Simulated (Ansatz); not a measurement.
PbS, pressure series

The reference is PbS in the rock salt structure (space group Fm-3m, No. 225; a = 6.009 Å).

Cell and atoms are relaxed at each pressure.

Calculations: Ansatz (a program for electronic structure), PBE, PAW, cutoff 420 eV, scalar-relativistic without spin-orbit coupling.

```json
[
 {"change": "base", "band gap": "0.49 eV", "volume per atom": "27.12 Å³"},
 {"change": "pressure −2 GPa", "band gap": "?", "volume per atom": "?"},
 {"change": "pressure −1 GPa", "band gap": "0.56 eV", "volume per atom": "27.67 Å³"},
 {"change": "pressure 1.8 GPa", "band gap": "?", "volume per atom": "26.27 Å³"},
 {"change": "pressure 9 GPa", "band gap": "zero", "volume per atom": "23.82 Å³"},
 {"change": "pressure 18 GPa", "band gap": "zero", "volume per atom": "21.84 Å³"},
 {"change": "pressure 45 GPa", "band gap": "zero", "volume per atom": "18.49 Å³"},
 {"change": "pressure 60 GPa", "band gap": "zero", "volume per atom": "17.32 Å³"}
]
```

**Question.** Fill in the withheld entries from the trend.

**Answer.** 
- pressure −2 GPa, band gap: 0.62 eV
- pressure −2 GPa, volume per atom: 28.27 Å³
- pressure 1.8 GPa, band gap: 0.38 eV

A case with no gap was solved on a k-mesh chosen for an insulator, which is coarse for it. Spin-orbit coupling, missing from the scalar runs, can matter with Pb. Load acts through the strain it causes; cell and atoms are relaxed under it. Whether these cells are dynamically stable was not tested. No other phases were tried under pressure. All final runs are without spin polarisation. Gaps under 0.05 eV, about the width of the smearing, are given as zero. A zero or small gap of PbS under pressure 9 GPa, PbS under pressure 18 GPa, PbS under pressure 45 GPa and PbS under pressure 60 GPa can be the functional's error rather than a property of the material.
